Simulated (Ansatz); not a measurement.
# A computed series for Mo: response to strain

The parent structure is Mo in the bcc (W type) structure (space group Im-3m, No. 229; relaxed with 0.1 eV smearing).

```
Mo
1.0
   -1.57548     1.57548     1.57548
    1.57548    -1.57548     1.57548
    1.57548     1.57548    -1.57548
Mo
1
Direct
  0.00000   0.00000   0.00000
```

Cartesian axes are those of the cell as printed.

Strains are applied to the cell and any free atomic positions relax.

Computed with Kohn–Sham DFT with the r2SCAN functional, run in Ansatz (a quantum-chemistry and plane-wave program) with PAW and 500 eV plane waves, scalar-relativistic without spin-orbit coupling.

Notes on the quantities. pressure: mean of the normal stresses, compression positive; energy relative to the base: free energy F.

| variant | pressure | energy relative to the base | shortest interatomic distance |
|---|---|---|---|
| base | 0.0 GPa | 0 meV/atom | 5.157 bohr |
| uniaxial strain ε_zz = +0.50 % | ? | ? | ? |
| uniaxial strain ε_zz = +1.00 % | -2.6 GPa | +2.3 meV/atom | 5.174 bohr |
| uniaxial strain ε_zz = +1.50 % | -3.9 GPa | +5.2 meV/atom | 5.183 bohr |
| uniaxial strain ε_zz = +2.00 % | -5.1 GPa | +9.2 meV/atom | 5.191 bohr |
| uniaxial strain ε_zz = +2.50 % | -6.3 GPa | +14 meV/atom | 5.200 bohr |
| uniaxial strain ε_zz = +3.00 % | -7.4 GPa | +20 meV/atom | 5.209 bohr |

Question: Some entries are withheld; estimate them.

Answer: 
- uniaxial strain ε_zz = +0.50 %, pressure: -1.3 GPa
- uniaxial strain ε_zz = +0.50 %, energy relative to the base: +0.6 meV/atom
- uniaxial strain ε_zz = +0.50 %, shortest interatomic distance: 5.165 bohr

Whether these cells are dynamically stable was not tested. All final runs are without spin polarisation.
